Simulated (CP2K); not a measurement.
## Several settings converged on FeAl (P4mm, 2 atoms in the cell)

```
FeAl
1.0
    2.91873     0.00000     0.00000
    0.00000     2.91873     0.00000
    0.00000     0.00000     2.91873
Al Fe
1 1
Direct
  0.50000   0.50000   0.51713
  0.00000   0.00000   0.00000
```

Base method: LDA (Pade form), GPW, DZVP-MOLOPT-SR-GTH basis, GTH-PADE potentials (GTH_POTENTIALS) in CP2K.

Base settings: CUTOFF = 600 Ry; REL_CUTOFF = 50 Ry; SMEAR/METHOD = FERMI_DIRAC; ELECTRONIC_TEMPERATURE = 1160.45 K; KPOINTS/SCHEME = MONKHORST-PACK 4 4 4; GAMMA_CENTERED = T; XC_FUNCTIONAL = PADE; Al/BASIS_SET = DZVP-MOLOPT-SR-GTH-q3; Al/POTENTIAL = GTH-PADE-q3; Fe/BASIS_SET = DZVP-MOLOPT-SR-GTH-q16.

**The setting basis**

Level: DFT LDA (Pade form), GPW, TZV2P-MOLOPT-SR-GTH basis, GTH-PADE potentials (GTH_POTENTIALS).

Moved along: Al/BASIS_SET, Fe/BASIS_SET.

The second cell is the first with its lattice scaled by 0.98.

The mesh stays at the base's, so the ladder's end is converged at best in this setting alone.

The sets are ordered by size and need not be nested.

Only quantities that move along the ladder and can be compared are tabulated.

```csv
basis (functions),free energy less the last step's (meV/atom),energy of the compressed cell less the first (meV/atom),pressure (GPa),largest difference of a force vector from the last step's (eV/Å)
SZV-MOLOPT-SR-GTH-q16; SZV-MOLOPT-SR-GTH-q3 (14),1378.31,-36.51,-12.69,0.017
DZVP-MOLOPT-SR-GTH-q16; DZVP-MOLOPT-SR-GTH-q3 (39),63.68,-73.12,-19.97,0.001
TZVP-MOLOPT-SR-GTH-q16; TZVP-MOLOPT-SR-GTH-q3 (52),13.68,-71.02,-19.46,0.001
TZV2P-MOLOPT-SR-GTH-q16; TZV2P-MOLOPT-SR-GTH-q3 (64),0.00,-70.92,-19.45,0.000
```

Coarsest basis (functions) that holds the forces within 0.005 eV/Å of the last step, with all finer ones: DZVP-MOLOPT-SR-GTH-q16; DZVP-MOLOPT-SR-GTH-q3 (39); the step before is off by 0.017 eV/Å.

Coarsest basis (functions) that holds the energy of the compressed cell less the first within 0.5 meV/atom of the last step, with all finer ones: TZVP-MOLOPT-SR-GTH-q16; TZVP-MOLOPT-SR-GTH-q3 (52); the step before is off by 2.2 meV/atom.

Coarsest basis (functions) that holds the free energy within 5 meV/atom: not settled: the last two steps still differ by 14 meV/atom, over half the tolerance, so the ladder does not show it.

**The setting rel cutoff**

The second cell is the first with its lattice scaled by 0.98.

The mesh stays at the base's, so the ladder's end is converged at best in this setting alone.

Only quantities that move along the ladder and can be compared are tabulated.

| REL_CUTOFF | free energy less the last step's (meV/atom) | energy of the compressed cell less the first (meV/atom) | pressure (GPa) | largest difference of a force vector from the last step's (eV/Å) |
|---|---|---|---|---|
| 10 Ry | -60.47 | -38.64 | -8.54 | 0.056 |
| 20 Ry | -2.74 | -72.44 | -19.81 | 0.001 |
| 30 Ry | -0.19 | -73.04 | -19.95 | 0.000 |
| 40 Ry | 0.00 | -73.12 | -19.97 | 0.000 |
| 50 Ry | 0.00 | -73.12 | -19.97 | 0.000 |
| 60 Ry | 0.00 | -73.12 | -19.97 | 0.000 |
| 80 Ry | 0.00 | -73.12 | -19.97 | 0.000 |
| 100 Ry | 0.00 | -73.12 | -19.97 | 0.000 |

Coarsest REL_CUTOFF that holds the pressure within 1 GPa of the last step, with all finer ones: 20 Ry; the step before is off by 11 GPa.

Coarsest REL_CUTOFF that holds the forces within 0.005 eV/Å of the last step, with all finer ones: 20 Ry; the step before is off by 0.056 eV/Å.

Coarsest REL_CUTOFF that holds the energy of the compressed cell less the first within 1 meV/atom of the last step, with all finer ones: 20 Ry; the step before is off by 34 meV/atom.

The energy difference between the two cells stays within 1 meV/atom of the last step's from 20 Ry on, the total only from 30 Ry on: much of the error is common to both cells and cancels.

On the base run: the starting cell has typed, rounded lattice constants, without a prior relaxation at this level. Its lattice was rescaled by up to half a per cent. One atom was moved a little off its site on purpose. Spin polarisation is off. Values carry the incompleteness of an atom-centred basis. In the base run, with a pressure of about -20 GPa the cell is away from its equilibrium volume at this level. Without a gap this mesh is coarse (it stands for a supercell whose shortest vector is 12 Å).
